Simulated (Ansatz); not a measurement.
System: ScAlN2 (model structure, P3m1, No. 156, 4 atoms in the cell). Method: LDA (PAW; Ansatz, a first-principles code).

Settings: plane-wave cutoff 520 eV, 12×12×8 k mesh (along the axes of the cell as run), Fermi–Dirac smearing 0.01 eV, scalar-relativistic PAW data made under PBE.

Cell (relaxed with PBEsol):

Space group P3m1 (No. 156); a = 3.328 Å, b = 3.328 Å, c = 5.100 Å, α = 90.00°, β = 90.00°, γ = 120.00°

```csv
atom,site,symmetry,x,y,z
Sc,1b,3m.,0.3333,0.6667,0.9886
N,1b,3m.,0.3333,0.6667,0.4091
Al,1c,3m.,0.6667,0.3333,0.5016
N,1c,3m.,0.6667,0.3333,0.8707
```

Task: Give the computed band gap and direct gap at Γ.

Result: 
- band gap: 3.21 eV (direct)
- direct gap at Γ: 3.52 eV

Note: the relaxation could raise the start's symmetry but not lower it, so the cell can be a saddle point; cell and atoms aren't relaxed at this level (largest force component 0.07 eV/Å, pressure -4.4 GPa).

Static lattice: no zero-point or thermal effects.

A model structure was made by putting elements into a prototype or built by hand; it is no filed structure, need not be a known phase, and can be a saddle point held by its symmetry.
